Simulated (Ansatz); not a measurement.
The reference is MgO in the rock salt structure (space group Fm-3m, No. 225; a = 4.2537 Å).

(Cell as relaxed with PBE.)

Levels (all Ansatz, a program for electronic structure, PAW): PBE (420 eV, no spin-orbit coupling); r2SCAN (500 eV, scalar-relativistic without spin-orbit coupling).

Each level relaxes its own structure.

```csv
quantity,PBE,r2SCAN
volume per atom,9.62 Å³,?
lattice parameter a,4.254 Å,?
band gap,4.46 eV,?
gap character,direct at Γ,?
electron mass,0.34 mₑ,?
"hole mass (degenerate bands, along [100])","0.38, 2.2, 2.2 mₑ",?
```

### Question
What does r2SCAN give?

### Answer

- volume per atom, r2SCAN: 9.29 Å³
- lattice parameter a, r2SCAN: 4.204 Å
- band gap, r2SCAN: 5.68 eV
- gap character, r2SCAN: direct at Γ
- electron mass, r2SCAN: 0.36 mₑ
- hole mass (degenerate bands, along [100]), r2SCAN: 0.42, 2.1, 2.1 mₑ

PBE's volume per atom lies 0.33 Å³ above r2SCAN's (3.6 %); PBE's lattice parameter a lies 0.0494 Å above r2SCAN's (1.2 %); PBE's band gap lies 1.22 eV below r2SCAN's; the two agree on the gap character. Neither level is exact; r2SCAN is the comparison here, not a measurement.

Masses are band curvatures over ±0.01 Å⁻¹ around the edge. Whether these cells are dynamically stable was not tested.
